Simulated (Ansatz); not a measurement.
Convergence study of the k-point mesh at a smearing width of 0.05 eV for CuAu (P4mm, 2 atoms in the cell)

```
CELL_PARAMETERS angstrom
      2.81400     0.00000     0.00000
      0.00000     2.81400     0.00000
      0.00000     0.00000     3.68835
ATOMIC_POSITIONS crystal
  Cu 0.00000 0.00000 0.01356
  Au 0.50000 0.50000 0.50000
```

Computed with PBEsol, default PAW files made with PBE (plane waves; Ansatz, a program for electronic structure).

Base settings: basis.ecutwfc = 30.9 Ry; kpoints.mp_grid.grid = 12 12 9; hamiltonian.xc = pbesol; hamiltonian.pseudopotentials = {kind: paw} (the program's default PAW files); scf.occupations.method = fermi_dirac; scf.occupations.width = 0.0073 Ry.

In this ladder: scf.occupations.width = 0.0037 Ry.

The second cell is the first with its lattice scaled by 0.98.

Only quantities that move along the ladder and can be compared are tabulated.

The count of work is k-points × plane waves × bands × iterations; it is no time. 

The starting cell has typed, rounded lattice constants, without a prior relaxation at this level. Its lattice was rescaled by up to half a per cent. One atom was moved a little off its site on purpose. Spin polarisation is off. In the base run, with a pressure of about -4 GPa the cell is away from its equilibrium volume at this level. Ansatz's pressure includes its estimate of the finite-basis (Pulay) stress.

| kpoints.mp_grid.grid | free energy less the last step's (meV/atom) | energy of the compressed cell less the first (meV/atom) | pressure (GPa) | largest difference of a force vector from the last step's (eV/Å) | count of work / last |
|---|---|---|---|---|---|
| 4 4 3 | 98.17 | 10.58 | -3.14 | 0.005 | 0.0078 |
| 5 5 4 | -49.40 | 2.91 | -4.51 | 0.011 | 0.012 |
| 6 6 5 | 19.14 | 5.07 | -3.99 | 0.001 | 0.023 |
| 7 7 6 | -15.60 | 5.33 | -4.06 | 0.011 | 0.026 |
| 9 9 7 | -7.25 | 4.32 | -4.24 | 0.001 | 0.045 |
| 11 11 8 | 0.12 | 4.45 | -4.18 | 0.002 | 0.080 |
| 13 13 10 | 0.32 | 4.77 | -4.11 | 0.000 | 0.13 |
| 15 15 12 | 0.02 | 4.50 | -4.16 | 0.000 | 0.19 |
| 19 19 14 | 0.00 | 4.68 | -4.11 | 0.001 | 0.33 |
| 23 23 17 | 0.06 | 4.88 | -4.08 | 0.000 | 0.53 |
| 28 28 21 | 0.00 | 5.03 | -4.05 | 0.000 | 1.0 |

Coarsest kpoints.mp_grid.grid that holds the pressure within 0.2 GPa of the last step, with all finer ones: 6 6 5, at 0.023 of the last step's count of work; the step before is off by 0.45 GPa.

Coarsest kpoints.mp_grid.grid that holds the forces within 0.005 eV/Å of the last step, with all finer ones: 9 9 7, at 0.045 of the last step's count of work; the step before is off by 0.011 eV/Å.

Coarsest kpoints.mp_grid.grid that holds the free energy within 5 meV/atom of the last step, with all finer ones: 11 11 8, at 0.080 of the last step's count of work; the step before is off by 7.2 meV/atom.

The energy difference between the two cells stays within 1 meV/atom of the last step's from 6 6 5 on, the total only from 11 11 8 on: much of the error is common to both cells and cancels.

Keys are those of Ansatz 0.2.
